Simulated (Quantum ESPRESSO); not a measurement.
**Pressure against volume in CuAu-type TiAl (space group 123) (Quantum ESPRESSO, PBE)**

```
CELL_PARAMETERS angstrom
      2.77968     0.00000     0.00000
      0.00000     2.77968     0.00000
      0.00000     0.00000     3.99763
ATOMIC_POSITIONS crystal
  Ti 0.00000 0.00000 0.00000
  Al 0.50000 0.50000 0.50000
```

Computed with PBE, PSlibrary PAW (PBE) pseudopotentials (plane waves; Quantum ESPRESSO 7.5). Settings: ecutwfc = 78 Ry; ecutrho = 858 Ry; occupations = smearing; smearing = fd; degauss = 0.0036749 Ry; potentials = {Ti: Ti.pbe-spn-kjpaw_psl.1.0.0.UPF, Al: Al.pbe-n-kjpaw_psl.1.0.0.UPF}; K_POINTS = automatic 20 20 14 0 0 0; conv_thr = 1e-10 Ry. The cell above is the first row's. The rows scale it uniformly. In all rows fractional positions and the k mesh are held.

| V (Å^3/atom) | P (GPa) |
|---|---|
| 15.444 | 6.49 |
| 15.780 | 3.63 |
| 16.116 | 1.06 |
| 16.451 | -1.28 |
| 16.787 | -3.39 |
| 17.123 | -5.29 |
| 17.459 | -7.00 |
| 17.794 | -8.55 |
| 18.130 | ? |

### Question
Using a cubic, estimate the missing P at V = 18.130 from the other rows, showing the fit.

### Answer
With u = V - 16.6, the rows have u = -1.1560, -0.8200, -0.4840, -0.1490, 0.1870, 0.5230, 0.8590, 1.1940. Least squares gives P = -2.240 - 6.3113·u + 0.9683·u² - 0.0900·u³. Residuals (row less fit): 0.001, -0.006, 0.008, -0.002, -0.003, -0.001, 0.004, -0.002; standard error 0.006 (degrees of freedom: 4). The fitted pressure is zero at V0 = 16.26, where dP/dV = -6.995, so B0 = -V0·dP/dV = 114 GPa. At the withheld row, u = 1.5300, so P = -2.240 - 6.3113 × 1.5300 + 0.9683 × 1.5300² - 0.0900 × 1.5300³ = -9.952 GPa. The calculation gives -9.95 GPa, which the fit meets to the printed digits. The row lies outside the fitted rows, so this is an extrapolation. From the scatter of the fitted rows alone, a prediction at this place has a standard error of 0.016 GPa, so the miss is 0.1 times that.

Carrying the step between the two nearest rows on in a straight line would have given -10.10, off by 0.15; series whose last step already gives the withheld value aren't shown. The scan was laid around a cell of about the measured size, scaled by a guess for this functional; axis ratios and inner coordinates come from that cell. The runs keep the symmetry of the cell, so they don't test it for distortions. Spin polarisation is off. The shape of the cell and the inner coordinates aren't relaxed, so V0 and B0 belong to this uniform scaling; a relaxed crystal lies no higher in energy and is usually softer. Cutoffs and mesh are single choices, not tested for convergence of this quantity. Series with a scatter that would blur these digits, or in which a gap closes, are not shown.
